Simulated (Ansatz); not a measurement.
System: hcp Ho. Method: r²SCAN (Ansatz, an electronic-structure program, plane waves, PAW).

Run with plane-wave cutoff 600 eV, 18×18×10 k mesh (along the axes of the cell as run), Fermi–Dirac smearing 0.05 eV, spin-polarised with parallel moments, scalar-relativistic PAW data made under PBE.

Starting structure:

```xyz
2
Lattice="3.5800 0.0000 0.0000 -1.7900 3.1004 0.0000 0.0000 0.0000 5.6200" Properties=species:S:1:pos:R:3 pbc="T T T"
Ho     1.7900     1.0335     4.2150
Ho     0.0000     2.0669     1.4050
```

Into what structure does the relaxation of cell and atoms lead at this level, with the symmetry of the start kept?

The volume grows by 5.5 %; final space group P6_3/mmc.
```xyz
2
Lattice="3.6166 0.0000 0.0000 -1.8083 3.1321 0.0000 0.0000 0.0000 5.8113" Properties=species:S:1:pos:R:3 pbc="T T T"
Ho     1.8083     1.0440     4.3584
Ho     0.0000     2.0881     1.4528
```

Note: the 4f shell is treated without U or exact exchange, so its levels and filling can be wrong; the collinear magnetic order is the start's and need not be the measured one.
